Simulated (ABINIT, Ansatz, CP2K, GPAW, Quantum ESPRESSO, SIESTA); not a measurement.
## One structure in several programs: BaSn3S4 (Pm, 8 atoms in the cell)

Self-consistent single point.

```xyz
8
Lattice="4.4490 0.0000 0.0000 0.0000 4.2051 0.0000 -0.1018 0.0000 11.7455" Properties=species:S:1:pos:R:3 pbc="T T T"
Ba     1.7978     2.1025     7.1959
Sn     0.6544     2.1025     1.2433
Sn     2.7788     0.0000     4.2123
Sn     3.7815     0.0000    10.3360
S      2.0542     2.1025    10.3626
S      0.0037     2.1025     4.1228
S      2.2872     0.0000     1.7341
S      4.0311     0.0000     7.7753
```

All programs got the same cell, k-point mesh and kind of occupations (in Ansatz's words: kpoints.mp_grid.grid = 3 4 2; scf.occupations.method = fermi_dirac; scf.occupations.width = 0.0037 Ry); potentials, basis and cutoffs are each program's usual ones.

```
code                                                                                                                                 model  pressure (GPa)  largest force (eV/Å)  gap on the mesh (eV)  k-points       cutoff
----------------  ------------------------------------------------------------------------------------------------------------------------  --------------  --------------------  --------------------  --------  -----------
GPAW                                                                         LDA (Perdew-Wang 92), GPAW PAW datasets LDA (gpaw-data 1.0.1)           -4.26                 0.238                 1.279        12       600 eV
Quantum ESPRESSO                                                                       LDA (PZ), GBRV 1.5 ultrasoft (LDA) pseudopotentials           -4.24                 0.227                 1.292        12        40 Ry
ABINIT                                                     LDA (PW92), norm-conserving pseudopotentials (PseudoDojo nc-sr-04 LDA standard)           -4.25                 0.226                 1.294        12        36 Ha
SIESTA            LDA PW92, numerical atomic orbitals TZP, PseudoDojo LDA standard norm-conserving potentials (rewritten from UPF to PSML)           -4.11                 0.241                 1.263        15  grid 400 Ry
Ansatz                                                                                                 LDA (PW92), PAW files made with PBE           -4.32                 0.235                 1.300        12      30.9 Ry
CP2K                                                  LDA (Pade form), GPW, DZVP-MOLOPT-SR-GTH basis, GTH-PADE potentials (GTH_POTENTIALS)           -3.90                 0.235                 1.268        14  grid 500 Ry
```

Size of the force on each atom (eV/Å): Sizes of forces hide their directions.

```csv
code,Ba1,Sn2,Sn3,Sn4,S5,S6,S7,S8
GPAW,0.013,0.170,0.215,0.238,0.106,0.159,0.060,0.155
Quantum ESPRESSO,0.012,0.155,0.185,0.227,0.089,0.142,0.066,0.121
ABINIT,0.040,0.149,0.178,0.226,0.082,0.140,0.071,0.100
SIESTA,0.076,0.155,0.080,0.167,0.185,0.092,0.241,0.190
Ansatz,0.038,0.164,0.194,0.235,0.096,0.149,0.056,0.114
CP2K,0.074,0.155,0.234,0.235,0.111,0.174,0.106,0.174
```

Gaps are read on the mesh. Another mesh or the band path gives a smaller gap, so these values are not converged in the mesh.

The spread over the programs that give each value: pressure within 0.42 GPa; largest force within 0.015 eV/Å; gap on the mesh within 0.037 eV.

The starting cell comes from a database of computed structures (which also holds hypothetical and non-ambient phases and stackings), without a prior relaxation at this level. On Ansatz's run: In the base run, with a pressure of about -4 GPa the cell is away from its equilibrium volume at this level. Another mesh or the band path of this cell gives a smaller gap, so this value is not converged in the mesh.

**Question.** Why do the programs differ, and what cannot be compared?

**Answer.** Differences of this kind can come from the potentials, where these differ, and from what each basis and cutoff leave unconverged. The valence holds different numbers of electrons (GPAW 76, Quantum ESPRESSO 76, ABINIT 76, SIESTA 76, Ansatz (an electronic-structure program) 76, CP2K 46). The zero of total energies and Fermi levels follows the potentials and each program's conventions, so they are not compared here. SIESTA and CP2K use small atom-centred bases, whose incompleteness enters pressures, forces and empty levels differently from a plane-wave cutoff. Ansatz's pressure is given at a fixed set of plane waves, as the other plane-wave codes print theirs. Ansatz's smearing width was typed in Ry to four decimals, so it matches the others to a few per cent. The same LDA comes in different parametrisations, which differ slightly. The programs reduce the same mesh by symmetry to different extents, which changes the work and not the result. In the force vectors, SIESTA (by 0.214) and CP2K (by 0.090) lie more than 0.08 eV/Å from the median of the plane-wave programs.

Left out of this page: FLEUR (stopped by limits of time or memory).

Keys are those of Ansatz 0.2.
